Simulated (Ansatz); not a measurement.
BP (model structure, started from the WC type, P-6m2, No. 187, 2 atoms in the cell) was calculated with LDA (plane waves, PAW; Ansatz, a program for electronic structure).

Numerical settings: plane-wave cutoff 520 eV, 24×24×20 k mesh (along the axes of the cell as run), Fermi–Dirac smearing 0.05 eV, scalar-relativistic PAW data made under PBE.

Cell (relaxed at this level):

```yaml
crystal:
  lattice:
    - [2.96274, 0.00000, 0.00000]
    - [-1.48137, 2.56581, 0.00000]
    - [0.00000, 0.00000, 2.63590]
  atoms:
    - { symbol: B, position: [0.00000, 0.00000, 0.00000] }
    - { symbol: P, position: [0.66667, 0.33333, 0.50000] }
```

Estimate the bulk modulus B0 that the calculation returns.


- bulk modulus B0 = 162 GPa

The run finds no gap.

Note: the bulk modulus is −V dP/dV from two relaxed cells at ±2 % in volume; the relaxation could raise the start's symmetry but not lower it, so the cell can be a saddle point.

Static lattice: no zero-point or thermal effects.

The result took very roughly 100 core-seconds.

A model structure was made by putting elements into a prototype or built by hand; it is no filed structure, need not be a known phase, and can be a saddle point held by its symmetry.
